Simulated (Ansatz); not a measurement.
TiB2 under a change: biaxial strain +2.07 %, plane normal [001], relaxed out of plane

Take TiB₂ (space group P6/mmm, No. 191; a = 3.0322 Å, c = 3.2237 Å; relaxed with 0.1 eV smearing) as the base. Axes: x lies along a and z along c of the hexagonal cell.

Perturbation: biaxial strain +2.07 %, plane normal [001], relaxed out of plane (Cartesian); in-plane vectors clamped, the third vector and the atoms free.

The values are results of Ansatz (a quantum-chemistry and plane-wave program), PBE, PAW, cutoff 420 eV, no SOC, earlier PAW set, not measurements. k-mesh 22×22×18 (Γ-centred); smearing 0.1 eV (Fermi–Dirac).

* **Volume per atom**: 8.83 Å³ (base 8.56 Å³)
* **Space group**: P6/mmm (No. 191) (base P6/mmm (No. 191))
* **Shortest interatomic distance**: 1.787 Å (base 1.751 Å)
* **Pressure (mean of the normal stresses, compression positive)**: -8.6 GPa (base 0.0 GPa)
* **Band gap**: zero (base zero)
* **Out-of-plane strain**: -0.91 %
* **Ratio −ε⊥/ε∥**: 0.44
* **Mean in-plane stress (compression positive)**: -12.8 GPa

No phonon test of stability was made. The final runs are not spin-polarised.
